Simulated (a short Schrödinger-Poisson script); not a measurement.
MOS inversion layer, SiO2 on p-type Si(111)

System: MOS inversion layer, SiO2 on p-type Si(111), at 400 K.

```tsv
layer	material	thickness (nm)	Na (cm⁻³)
1	SiO2	1.7	-
2	Si	570	5.6e17
```

The device is made up for the run: typed textbook-type constants, with dimensions and the other settings drawn at random. SiO2: permittivity 3.9, conduction-band edge (eV) 3.15, gap (eV) 9, electron mass (mₑ) 0.5. Si: permittivity 11.7, conduction-band edge (eV) 0, gap (eV) 1.124, Nv at 300 K (cm⁻³) 3.1e19.

Channel valleys (confinement mass, in-plane density-of-states mass, number): Δ6 0.258, 0.358, 6. At the gate the conduction-band edge of layer 1 lies 3.66 eV − eVg above the Fermi level of the channel; the field vanishes at the back. Gaps are held at their typed values at every temperature. Mesh 0.03 nm at interfaces.

From a short Schrödinger-Poisson script (our own, NumPy): 1D Poisson equation in equilibrium, electrons quantum, Hartree (BenDaniel-Duke, 12 states a valley, the channel's in-plane mass for all, wave functions free to enter the dielectric), parabolic valleys, classical holes, full ionisation, no traps, pinning or gate leakage.

| Vg (V) | electrons (cm⁻²) | C (μF/cm²) | Δ6 E0 (meV) | Δ6 E1 (meV) |
|---|---|---|---|---|
| 0.4 | 3.27e8 | 0.237 | 397.7 | 487.4 |
| 0.45 | 1.09e9 | 0.232 | 356.1 | 448.0 |
| 0.5 | 3.64e9 | 0.235 | 314.3 | 408.5 |
| 0.55 | 1.21e10 | 0.256 | 272.9 | 369.1 |
| 0.6 | 3.85e10 | 0.331 | 232.7 | 331.0 |
| 0.65 | 1.10e11 | 0.501 | 196.3 | 296.7 |
| 0.7 | 2.60e11 | 0.742 | 166.5 | 269.0 |
| 0.75 | 4.97e11 | 0.961 | 143.9 | 248.6 |
| 0.8 | 8.02e11 | 1.12 | 127.2 | 234.0 |
| 0.85 | 1.16e12 | 1.23 | 114.3 | 223.3 |
| 0.9 | 1.54e12 | 1.31 | 104.0 | 215.3 |
| 0.95 | 1.95e12 | 1.37 | 95.6 | 209.0 |
| 1 | 2.38e12 | 1.41 | 88.5 | 203.9 |
| 1.05 | 2.82e12 | 1.45 | 82.3 | 199.8 |
| 1.1 | 3.28e12 | 1.48 | 76.8 | 196.3 |
| 1.15 | 3.74e12 | 1.50 | 72.0 | 193.4 |
| 1.2 | 4.21e12 | 1.52 | 67.6 | 191.0 |
| 1.25 | 4.68e12 | 1.54 | 63.6 | 188.8 |
| 1.3 | 5.17e12 | 1.56 | 59.9 | 187.0 |
| 1.35 | 5.65e12 | 1.57 | 56.4 | 185.4 |
| 1.4 | 6.15e12 | 1.59 | 53.2 | 184.0 |

Subbands count from the Fermi level.
